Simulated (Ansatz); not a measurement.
**Effect of biaxial strain +2.00 %, plane normal [001], relaxed out of plane on Os**

The parent structure is Os in the hcp (Mg type) structure (space group P6_3/mmc, No. 194; a = 2.754 Å, c = 4.347 Å; relaxed with 0.1 eV smearing). Axes: x lies along a and z along c of the hexagonal cell.

Modification: tensile biaxial strain of 2.00 % in the plane normal to [001], as in epitaxy on a mismatched substrate; the out-of-plane cell vector and the atoms relax.

Computed with plane-wave PAW DFT at the PBE level (Ansatz, a program for electronic structure, 420 eV), no SOC. Settings: 24×24×13 k-points, 0.1 eV Fermi–Dirac smearing.

- Volume per atom = 14.70 Å³ (base 14.28 Å³)
- Space group = P6_3/mmc (No. 194) (base P6_3/mmc (No. 194))
- Shortest interatomic distance = 2.694 Å (base 2.693 Å)
- Pressure (mean of the normal stresses, compression positive) = -9.7 GPa (base 0.0 GPa)
- Band gap = zero (base zero)
- Out-of-plane strain = -1.07 %
- Mean in-plane stress (compression positive) = -14.6 GPa

No phonon test of stability was made. The final runs are not spin-polarised.
